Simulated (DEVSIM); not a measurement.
System: Schottky contact on n-type Si, at 400 K.

Layer 1 from the left is Si, thickness (μm) 0.400, Nd (cm⁻³) 5.6e16, τn (s) 8.3e-5, τp (s) 8.3e-5.

Left contact: Schottky, work function 4.94 eV, emission velocity 4.1e6 cm/s. Right contact: ohmic. Voltage is applied to the left contact. Recombination: SRH at mid-gap, radiative, Auger. Mobility is μmin + (μ − μmin)/(1 + (N/Nref)^α).

This is a model device: material constants are rounded textbook-type values typed into the input, and sizes, dopings and lifetimes were drawn at random. Values at 300 K; Nc and Nv go as T^1.5, mobilities as T to minus their exponent, the gap by Varshni's rule with the affinity fixed.

Si: gap (eV) 1.124, affinity (eV) 4.05, permittivity 11.7, Nc (cm⁻³) 2.86e19, Nv (cm⁻³) 3.1e19, μn (cm²/Vs) 1417, μp (cm²/Vs) 470, μn,min 52, μp,min 45, Nref,n 9.7e16, Nref,p 2.2e17, αn 0.68, αp 0.72, T exponent of μn 2.3, T exponent of μp 2.2, B (cm³/s) 4.7e-15, Cn (cm⁶/s) 2.8e-31, Cp (cm⁶/s) 9.9e-32, Varshni α (eV/K) 0.000473, Varshni β (K) 636.

Model (solved in DEVSIM): 1D drift-diffusion, Boltzmann statistics, complete ionisation; no tunnelling, impact ionisation, image-force lowering or self-heating. Metal contacts follow the ideal Schottky-Mott rule: no Fermi-level pinning, no interface dipoles.

Dark forward current:

```csv
|V| (V),|J| (A/cm²)
0.05,0.0006004
0.10,0.003144
0.15,0.01392
0.20,0.05957
0.25,0.2527
0.30,1.068
0.35,4.502
0.40,18.87
0.45,77.88
0.50,307.3
0.55,1074
0.60,3016
```

Work out the local ideality factor n = ΔV / (kT/q · ln(J2/J1)) between the rows 0.15 and 0.20 V, 0.55 and 0.60 V.

kT/q = 34.47 mV. From 0.15 to 0.20 V: ln(0.05957/0.01392) = 1.454, n = 1.00, near the 1 of diffusion or emission over a barrier. From 0.55 to 0.60 V: ln(3016/1074) = 1.033, n = 1.40; the layers' resistance at their doping, Σ W/(qμN) = 1.0e-5 Ω cm², would take 19 mV of this step of 50 mV.

Estimate the current at 0.30 V for emission alone, J0 = q v N_band exp(−φB/kT), and read the barrier back from the simulated current.

φB = 0.890 eV, N_band = 4.40e19 cm⁻³, J0 = 0.000177 A/cm²; J = J0 (exp(qV/kT) − 1) = 1.07 A/cm². The simulation gives 1.07 A/cm², the same within the digits that matter. Read backwards, the simulated current gives an apparent barrier of 0.890 eV. The estimate leaves out transport through the depletion region and minority injection.
